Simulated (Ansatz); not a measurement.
Consider CdS in the zinc blende structure (space group F-43m, No. 216).

```
CdS
1.0
    0.00000     2.93890     2.93890
    2.93890     0.00000     2.93890
    2.93890     2.93890     0.00000
S Cd
1 1
Direct
  0.75000   0.75000   0.75000
  0.00000   0.00000   0.00000
```

Cartesian axes are those of the cell as printed.

All numbers come from Ansatz (a first-principles code) r2SCAN, spin-orbit coupling left out.

Before the change:

```
Property                            Result
---------------------  -------------------
Electron mass               0.15 mₑ (at Γ)
Valence-band top at Γ  0.00, 0.00, 0.00 eV
Pressure                          0.00 GPa
```

Modification: biaxial strain −4.09 %, plane normal [001], relaxed out of plane (Cartesian); in-plane vectors clamped, the third vector and the atoms free.

Question: What does the calculation give for the electron mass, out-of-plane strain, valence-band top at Γ and pressure after the change?

Answer: The electron mass becomes 0.16 mₑ out of plane, 0.15 mₑ in plane (at Γ) (base: 0.15 mₑ (at Γ)); the out-of-plane strain amounts to +5.80 %; the valence-band top at Γ (three highest levels, from the VBM) becomes 0.00, 0.00, -0.36 eV (base: 0.00, 0.00, 0.00 eV); the pressure (mean of the normal stresses, compression positive) goes from zero to 1.44 GPa.

The levels and masses belong to the bands next to the band gap. Masses are band curvatures over ±0.01 Å⁻¹ around the edge. Stability against distortions was not tested.
